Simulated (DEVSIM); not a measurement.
Structure: abrupt GaP p-n junction, at 300 K.

Layer 1 from the left is GaP, thickness (μm) 0.510, Na (cm⁻³) 1.5e18, τn (s) 1.4e-6, τp (s) 1.4e-6. Layer 2 from the left is GaP, thickness (μm) 230, Nd (cm⁻³) 1.5e15, τn (s) 1.4e-6, τp (s) 1.4e-6.

Left contact: ohmic. Right contact: ohmic. Voltage is applied to the left contact. Recombination: SRH at mid-gap, radiative. Mobility is μmin + (μ − μmin)/(1 + (N/Nref)^α).

This is a model device: material constants are rounded textbook-type values typed into the input, and sizes, dopings and lifetimes were drawn at random. Values at 300 K.

GaP: gap (eV) 2.26, affinity (eV) 3.8, permittivity 11.1, Nc (cm⁻³) 1.8e19, Nv (cm⁻³) 1.9e19, μn (cm²/Vs) 250, μp (cm²/Vs) 150, μn,min 10, μp,min 10, Nref,n 4.4e18, Nref,p 1e18, αn 0.8, αp 0.85, B (cm³/s) 1e-13.

Model (solved in DEVSIM): 1D drift-diffusion, Boltzmann statistics, complete ionisation; no tunnelling, impact ionisation, image-force lowering or self-heating.

Problem. What does the simulation give for the potential step across the device at zero bias, the largest field in the device at zero bias, the dark forward voltage at 1 A/cm²?

Solution. potential step across the device at zero bias 1.952 V; largest field in the device at zero bias 72000 V/cm; dark forward voltage at 1 A/cm² 2.093 V.
